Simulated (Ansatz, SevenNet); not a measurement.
## How the lattice constant a of TaSi (model structure, started from the NbAs type, I4₁md, No. 109, 4 atoms in the cell) moves with the method

No measured value is used here.

| level (code) | value (Å) |
|---|---|
| SevenNet-0 | 3.458 |
| LDA (Ansatz) | 3.362 |
| PBE (Ansatz) | 3.414 |
| PBEsol (Ansatz) | 3.387 |
| r²SCAN (Ansatz) | 3.397 |

Density-functional levels without +SOC have no spin–orbit coupling. Cutoffs differ between the levels. Ansatz's density-functional and Hartree–Fock values are scalar-relativistic unless marked +SOC, with PAW data made under PBE.

Machine-learned potentials (SevenNet-0) are trained on DFT data: a solid inside that data is no test of them.

A model structure was made by putting elements into a prototype or built by hand; it is no filed structure, need not be a known phase, and can be a saddle point held by its symmetry.

Ansatz is a first-principles code.
